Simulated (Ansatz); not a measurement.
CsCl-type NiAl was calculated with PBE0 (Ansatz, a quantum-chemistry and plane-wave program, plane waves, PAW).

Numerical settings: plane-wave cutoff 460 eV, 10×10×10 k mesh, Fermi–Dirac smearing 0.05 eV, no spin polarisation, scalar-relativistic PAW data made under PBE.

Equation-of-state points:

```
V (Å³/atom)  E − E_lowest (meV/atom)  P (GPa)
-----------  -----------------------  -------
11.143                         17.40     9.97
11.436                          4.11     4.65
11.775                          0.00    -0.67
12.023                          3.66    -4.07
12.316                         14.42    -7.64
```

Q: Estimate the bulk modulus from the pressures at 11.436 and 12.023 Å³/atom, and compare it with a fit to all energies.

A: B = −V dP/dV. Between V = 11.436 and 12.023 Å³/atom, dP/dV = (-4.07 − (4.65))/(12.023 − 11.436) = -14.9 GPa per Å³/atom; at the midpoint 11.729 Å³/atom this gives B ≈ 174 GPa. The third-order Birch–Murnaghan fit gives V0 = 11.731 Å³/atom, B0 = 174 GPa, B′ = 4.2, which lies within 1 % of that estimate.

Measured, for comparison: bulk modulus 156 GPa (room temperature, not corrected to a static lattice; as tabulated in Yamada et al. (2019), arXiv:1910.09660); equilibrium volume per atom 11.97 Å³/atom (extrapolated to 0 K, zero-point anharmonic expansion removed (Haas, Tran, Blaha 2009); as tabulated in Levämäki et al. (2014), arXiv:1402.3671). Computed (rounded) less measured: bulk modulus +12 %, equilibrium volume per atom -2.0 %.

Note: the run has no spin polarisation, so it can have missed a magnetic state.

Computed values are for the static lattice.

Computing time: around 14 core-minutes (rough).
